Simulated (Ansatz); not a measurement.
The reference is InAs in the zinc blende structure (space group F-43m, No. 216; a = 6.110 Å).

Computed with r2SCAN (Ansatz, a first-principles code; PAW; 500 eV plane waves; no spin-orbit coupling).

Base values:

The valley order comes out as Γ 0.08 eV; L along ⟨111⟩ 1.25 eV; X along ⟨100⟩ 1.88 eV and the pressure is 0.00 GPa.

Modification: the cell is scaled by 0.9850 in all directions, atoms relaxed at fixed cell.

Question: What does the calculation give for the energy relative to the base, mean gap deformation potential ΔEg/Δln V, valley order and pressure after the change?

Answer: The energy rises by 11 meV/atom; the mean gap deformation potential ΔEg/Δln V is -5.5 eV; the valley order (the lowest conduction-band minima on the path, energy above the VBM, named in the base's zone) becomes Γ 0.33 eV; L along ⟨111⟩ 1.36 eV; X along ⟨100⟩ 1.81 eV (base: Γ 0.08 eV; L along ⟨111⟩ 1.25 eV; X along ⟨100⟩ 1.88 eV); the pressure goes from zero to 2.88 GPa.

The cells carry an imposed strain or load. Stability against distortions was not tested. The zero or small gap of InAs can change with the level of theory.
